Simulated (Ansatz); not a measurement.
1T (CdI2-type) MgI2: LDA at its full settings (plane-wave cutoff 520 eV, 12×12×6 k mesh (along the axes of the cell as run), Fermi–Dirac smearing 0.01 eV, scalar-relativistic PAW data made under PBE) and at cheaper ones, in a cell of 3 atoms with Γ-centred meshes.

```csv
level and setting,lattice parameter a (Å),c axis length (Å),bulk modulus B0 (GPa)
LDA (Ansatz),4.075,6.694,17.5
LDA (2×2×2 k mesh) (Ansatz),4.486,5.525,20.4
LDA (4×4×4 k mesh) (Ansatz),4.098,6.654,17.5
```

Largest shifts from the full settings: lattice constant a +10.1 % (LDA (2×2×2 k mesh)), against a difference of -1.57 % of the full result from the reference 4.14 Å (measured, temperature not stated, copied from a table, unchecked, no zero-point or thermal correction; as tabulated in Crystal Structures 1, 239 (1963)); lattice parameter c -17.5 % (LDA (2×2×2 k mesh)), against a difference of -2.70 % of the full result from the reference 6.88 Å (measured, temperature not stated, copied from a table, unchecked, not corrected to a static lattice; as tabulated in Crystal Structures 1, 239 (1963)); bulk modulus +16.6 % (LDA (2×2×2 k mesh)).

The full settings aren't shown to be converged themselves.

Caveats: LDA has no dispersion term either, though it tends to give short spacings of layers, chains or molecules (LDA, LDA (2×2×2 k mesh), LDA (4×4×4 k mesh)). Ansatz's density-functional and Hartree–Fock values are scalar-relativistic unless marked +SOC, with PAW data made under PBE.

Run with cheap settings on purpose, which may leave them unconverged: LDA (2×2×2 k mesh), LDA (4×4×4 k mesh).

Ansatz is a program for electronic structure.
